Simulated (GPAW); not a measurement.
GPAW run on Be (P6_3/mmc, 4 atoms in the cell): self-consistent single point.

Method: PBEsol, GPAW PAW datasets PBEsol (made by gpaw-setup) (plane waves; GPAW).

```
CELL_PARAMETERS angstrom
      2.32154     0.00000     0.00000
     -1.16077     2.01052     0.00000
      0.00000     0.00000     7.46958
ATOMIC_POSITIONS crystal
  Be 0.00000 0.00000 0.00000
  Be 0.00000 0.00000 0.50000
  Be 0.33333 0.66667 0.25000
  Be 0.66667 0.33333 0.75000
```

Reference input (self-consistent single point, DFT PBE, plane waves, GPAW PAW datasets PBE (gpaw-data 1.0.1)): mode = pw; ecut = 850 eV; xc = PBE; kpts = 16 16 5; mesh shift (steps) = 0 0 0; occupations.name = methfessel-paxton; occupations.width = 0.272 eV; occupations.order = 0; nbands = -12; convergence.density = 1e-05 e/electron; symmetry.symmorphic = false; symmetry.tolerance = 0.0005. This run's input differs from it in these lines:

```diff
@@ -15,3 +15,3 @@
 calc = GPAW(mode={'name': 'pw', 'ecut': 850},
-            xc='PBE',
+            xc='PBEsol',
             kpts={'size': (16, 16, 5), 'gamma': True},
```

Its files differ too (potentials: GPAW PAW datasets PBEsol (made by gpaw-setup)).

The program printed (abridged):

```
     iter     time        total  log10-change:
                         energy   eigst   dens
iter:   1 --:--:--   -15.597862
iter:   2 --:--:--   -15.612386   -1.36  -1.43
iter:   3 --:--:--   -15.656010   -2.48  -1.45
iter:   4 --:--:--   -15.671075   -3.08  -1.78
iter:   5 --:--:--   -15.671166   -4.56  -2.54
iter:   6 --:--:--   -15.671197c  -5.92  -3.02
iter:   7 --:--:--   -15.671241c  -6.05  -3.07
iter:   8 --:--:--   -15.671241c  -7.78c -4.53
iter:   9 --:--:--   -15.671241c  -8.54c -4.55
iter:  10 --:--:--   -15.671241c -10.42c -5.17c
Converged after 10 iterations.

Dipole moment: (0.000000, -0.000000, 0.000001) |e|*Ang

Energy contributions relative to reference atoms: (reference = -1582.106146)

Kinetic:         +6.015087
Potential:       -1.044183
External:        +0.000000
XC:             -20.646773
Entropy (-ST):   -0.007942
Local:           +0.008599
SIC:             +0.000000
--------------------------
Free energy:    -15.675212
Extrapolated:   -15.671241

Showing only first 2 kpts
 Kpt  Band  Eigenvalues  Occupancy
  0     2     -2.14339    2.00000
  0     3      2.33670    2.00000
  0     4      7.09614    0.05375
  0     5     15.97310    0.00000

  1     2     -1.27826    2.00000
  1     3      1.84445    2.00000
  1     4      7.77032    0.00000
  1     5     13.56285    0.00000

Fermi level: 6.72516

No gap
No difference between direct/indirect transitions
Energy (eV): -15.671241

Forces in eV/Ang:
  0 Be   -0.00000    0.00000    0.00000
  1 Be    0.00000    0.00000    0.00000
  2 Be   -0.00000    0.00000    0.00000
  3 Be   -0.00000    0.00000   -0.00000

Stress tensor:
     0.060932     0.000000     0.000000
     0.000000     0.060932     0.000000
     0.000000     0.000000     0.088111
Stress (GPa, Voigt): [ 9.7624  9.7624 14.1169  0.      0.      0.    ]
```

The run converged in 10 iterations. GPAW prints stress with tension positive. Against the reference run the pressure goes from -9.16 to -11.21 GPa.

The starting cell was generated: these elements placed on a structure prototype, without a prior relaxation; it need not be a known phase or ordering of this composition. Its lattice was rescaled by a random factor within 2.5 % of one. With a pressure of about -11 GPa the cell is away from its equilibrium volume at this level.
